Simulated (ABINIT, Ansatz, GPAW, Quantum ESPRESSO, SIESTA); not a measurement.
# Code comparison for Cs (Im-3m, 1 atom in the cell)

Self-consistent single point.

```
CELL_PARAMETERS angstrom
     -3.05549     3.05549     3.05549
      3.05549    -3.05549     3.05549
      3.05549     3.05549    -3.05549
ATOMIC_POSITIONS crystal
  Cs 0.00000 0.00000 0.00000
```

Shared settings, as Ansatz (a first-principles code) writes them: kpoints.mp_grid.grid = 3 3 3; scf.occupations.method = fermi_dirac; scf.occupations.width = 0.136 eV. Potentials and cutoffs stand in the table.

| code | model | pressure (GPa) | cutoff |
|---|---|---|---|
| Quantum ESPRESSO | PBE, PseudoDojo standard norm-conserving (PBE) pseudopotentials | -0.02 | 50 Ry |
| GPAW | PBE, GPAW PAW datasets PBE (gpaw-data 1.0.1) | -0.02 | 550 eV |
| ABINIT | PBE, PAW (JTH v2.0 PBE PAW) | -0.12 | 571 eV |
| SIESTA | GGA PBE, numerical atomic orbitals DZP, PseudoDojo PBE standard norm-conserving potentials (rewritten from UPF to PSML) | 0.11 | grid 400 Ry |
| Ansatz | PBE, default PAW files | -0.02 | 420 eV |

The spread over the programs that give each value: pressure within 0.23 GPa.

SIESTA uses small atom-centred bases, whose incompleteness enters pressures, forces and empty levels differently from a plane-wave cutoff. Ansatz's pressure is given at a fixed set of plane waves, as the other plane-wave codes print theirs.

On the base mesh (5 5 5) the same programs gave: Ansatz pressure 0.04 GPa; Quantum ESPRESSO pressure 0.04 GPa; ABINIT pressure -0.06 GPa; GPAW pressure 0.05 GPa; SIESTA pressure 0.18 GPa.

The starting cell has typed, rounded lattice constants, without a prior relaxation at this level. Its lattice was rescaled by a random factor within 2.5 % of one.

Left out of this page: CP2K (on another mesh); Elk and FLEUR (not drawn, or without a comparable value).

Keys are those of Ansatz 0.2.
